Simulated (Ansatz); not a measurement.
## SiO2: response to strain

The parent structure is SiO2 (space group P3_221, No. 154; a = 5.022 Å, c = 5.510 Å). Axes: x lies along a and z along c of the hexagonal cell.

Strains are applied to the cell and any free atomic positions relax; under biaxial strain the out-of-plane vector relaxes too.

Level of theory: PBE (Ansatz, an electronic-structure program; PAW; 420 eV plane waves; no spin-orbit coupling).

| biaxial strain, plane normal [001], relaxed out of plane (%) | out-of-plane strain (%) |
|---|---|
| -3 | 0.69 |
| -2.25 | ? |
| -1.5 | 0.33 |
| -0.75 | 0.16 |
| 0 | 0.00 |

Question: Fit ε⊥ = −νε + γε² (strains in %) to the rows shown and predict the withheld row.

Answer: Least squares on the printed values gives ν = 0.21 (the biaxial Poisson response) and γ = 0.007 (largest residual 0.00 %); this predicts 0.51 %, and the run gives 0.49 %, 0.02 lower.

Stability against distortions was not tested.
